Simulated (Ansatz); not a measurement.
The starting structures come from a database of crystals and need not be the phases stable at ambient conditions.

Crystal: Rb$_{3}$YF$_{6}$ (I4/mmm, not sure to be the ambient phase, 10 atoms a cell, 24.8 Å³ an atom); planes in its conventional cell.

These are r2SCAN (plane waves, PAW; Ansatz, a first-principles code) values and carry that method's errors.

The gap is the functional's own, uncorrected, and κ follows it; spin-orbit coupling is left out. Mid-gap values are interpolated between the computed energies.

```json
[
 {"plane": "(001)", "area of the cell (Å²)": "51.5", "mid-gap κ (1/Å)": "0.47", "largest κ in the gap (1/Å)": "0.47"},
 {"plane": "(110)", "area of the cell (Å²)": "48.9", "mid-gap κ (1/Å)": "[?]", "largest κ in the gap (1/Å)": "[?]"},
 {"plane": "(100)", "area of the cell (Å²)": "69.2", "mid-gap κ (1/Å)": "[?]", "largest κ in the gap (1/Å)": "[?]"}
]
```

Q: The slowest decay depends on the direction. Supply the withheld values.

A: 
- (110), mid-gap κ (1/Å): 0.54
- (110), largest κ in the gap (1/Å): 0.56
- (100), mid-gap κ (1/Å): 0.49
- (100), largest κ in the gap (1/Å): 0.49
